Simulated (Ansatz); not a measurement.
# W: stress against strain

W (bcc, Im-3m, 15.691 Å³/atom at rest, cube axes along x, y and z) under a strain ε along a cube axis (axis z), the other axes held. PBEsol in Ansatz, a plane-wave DFT program (PAW, default set), 420 eV, 29×29×29 Γ-centred mesh, Fermi-Dirac smearing 0.10 eV; ions are relaxed within the symmetry of each cell. Stress is positive for a compressed cell.

Here s stands for strain and y for stress zz.

| strain (%) | stress zz (GPa) |
|---|---|
| -3.00 | ? |
| -1.50 | 8.57 |
| -1.00 | 5.62 |
| -0.50 | 2.76 |
| 0.00 | 0.00 |
| 0.50 | -2.67 |
| 1.00 | -5.25 |
| 1.50 | -7.74 |

**Question.** Using a straight line, estimate the missing y at s = -3.00 from the other rows, showing the fit.

**Answer.** Means: s 0, y 0.184. About the means, the sum of products is -38.050 and the sum of squares of s is 7.0000; the slope is their ratio. Least squares gives y = 0.184 - 5.4357·s. Residuals (row less fit): 0.232, 0.000, -0.142, -0.184, -0.136, 0.002, 0.230; standard error 0.189 (degrees of freedom: 5). The slope gives the elastic constant C11 = 544 ± 7 GPa. At the withheld row, y = 0.184 - 5.4357 × (-3.0) = 16.491 GPa. The calculation gives 18.05 GPa, 1.559 GPa above the prediction (6.0 % of the range of y in the table). The row lies outside the fitted rows, so this is an extrapolation. From the scatter of the fitted rows alone, a prediction at this place has a standard error of 0.295 GPa, so the miss is 5.3 times that.

One order more, fitted to all 13 runs of the series, follows each within 0.03, so the miss is the next term of a smooth law. In a metal these values are sensitive to mesh and smearing; energies are taken to zero smearing, stresses follow the free energy. Rows are the converged runs of the series near zero and its far end; series whose fitted rows scatter by over a few per cent of the range, as at a crossing or softening among them, aren't shown in this form. Most that stay on the fit to the last digits aren't either.
